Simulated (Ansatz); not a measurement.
**A constructed model of the (111) surface of fcc Pt, a pseudomorphic layer of W in the other hollow (bottom of the slab: a bare face, its two planes held)**

Calculation: PBE (plane waves to 420 eV, PAW; Ansatz, a program for electronic structure).

Model: 7-atom slab, 14.1 Å thick at the start, 15x15x1 mesh, Fermi-Dirac 0.1 eV, dipole correction, 2 atoms held, the rest relaxed; symmetry of the start imposed; no spin, no spin-orbit, no U. In PBE it lies 0.04 eV a 1x1 cell over the lowest computed structure of the same composition (a pseudomorphic layer of W in the host's stacking).

```yaml
work_function_of_the_top_face: 5.46 eV
energy_released_by_relaxation: 0.67 eV
cost: very roughly 2.4 core-minutes
```
